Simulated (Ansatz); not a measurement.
# Response to strain in GaN

The reference is GaN in the zinc blende structure (space group F-43m, No. 216; a = 4.455 Å). Axes: x, y, z lie along the cube axes.

Strains are applied to the cell and any free atomic positions relax; under biaxial strain the out-of-plane vector relaxes too.

Calculations: Ansatz (a program for electronic structure) LDA, scalar-relativistic without spin-orbit coupling.

Notes on the quantities. energy relative to the base: free energy F; in-plane stress: mean in-plane stress (compression positive).

```csv
variant,band gap,electron mass,ratio −ε⊥/ε∥,energy relative to the base,in-plane stress
base,1.96 eV,0.18 mₑ (at Γ),–,0 meV/atom,–
"biaxial strain −2.50 %, plane normal [111], relaxed out of plane",2.07 eV,"0.18 mₑ out of plane, 0.20 mₑ in plane (at Γ)",0.47,?,+12.8 GPa
"biaxial strain −1.67 %, plane normal [111], relaxed out of plane",2.04 eV,"0.18 mₑ out of plane, 0.19 mₑ in plane (at Γ)",0.47,+9.3 meV/atom,+8.3 GPa
"biaxial strain −1.25 %, plane normal [111], relaxed out of plane",2.03 eV,"0.18 mₑ out of plane, 0.19 mₑ in plane (at Γ)",0.47,+5.2 meV/atom,+6.1 GPa
"biaxial strain −0.83 %, plane normal [111], relaxed out of plane",2.01 eV,–,0.46,+2.3 meV/atom,+4.0 GPa
"biaxial strain −0.42 %, plane normal [111], relaxed out of plane",1.98 eV,0.18 mₑ (at Γ),–,?,+2.0 GPa
"biaxial strain +0.83 %, plane normal [111], relaxed out of plane",1.82 eV,0.17 mₑ (at Γ),0.45,+2.2 meV/atom,-3.8 GPa
"biaxial strain +1.67 %, plane normal [111], relaxed out of plane",1.67 eV,"0.17 mₑ out of plane, 0.16 mₑ in plane (at Γ)",0.44,+8.7 meV/atom,?
"biaxial strain +2.08 %, plane normal [111], relaxed out of plane",1.61 eV,"0.17 mₑ out of plane, 0.16 mₑ in plane (at Γ)",0.44,+13 meV/atom,?
"biaxial strain +2.50 %, plane normal [111], relaxed out of plane",1.54 eV,"0.16 mₑ out of plane, 0.15 mₑ in plane (at Γ)",0.43,+19 meV/atom,-10.7 GPa
```

Q: Fill in the withheld entries from the trend.

A: 
- biaxial strain −2.50 %, plane normal [111], relaxed out of plane, energy relative to the base: +21 meV/atom
- biaxial strain −0.42 %, plane normal [111], relaxed out of plane, energy relative to the base: +0.6 meV/atom
- biaxial strain +1.67 %, plane normal [111], relaxed out of plane, in-plane stress: -7.4 GPa
- biaxial strain +2.08 %, plane normal [111], relaxed out of plane, in-plane stress: -9.0 GPa

Masses are band curvatures over ±0.01 Å⁻¹ around the edge. Stability against distortions was not tested. This is not the structure that GaN has at room temperature and ambient pressure.
